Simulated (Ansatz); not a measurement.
## Pb in the fcc (Cu type) structure (space group Fm-3m, No. 225)

```
CELL_PARAMETERS angstrom
      0.00000     2.46557     2.46557
      2.46557     0.00000     2.46557
      2.46557     2.46557     0.00000
ATOMIC_POSITIONS crystal
  Pb 0.00000 0.00000 0.00000
```

The values are results of DFT with PBEsol, PAW potentials and a 420 eV plane-wave cutoff in Ansatz (a program for electronic structure), scalar-relativistic without spin-orbit coupling, not measurements. k-mesh 16×16×16 (Γ-centred); smearing 0.05 eV (Fermi–Dirac).

* **Volume per atom**: 29.98 Å³
* **Density**: 11.48 g/cm³
* **Band gap**: zero
* **Total energy**: -11754.947 eV/atom (σ→0; compares only within this code and set-up)

No phonon test of stability was made.
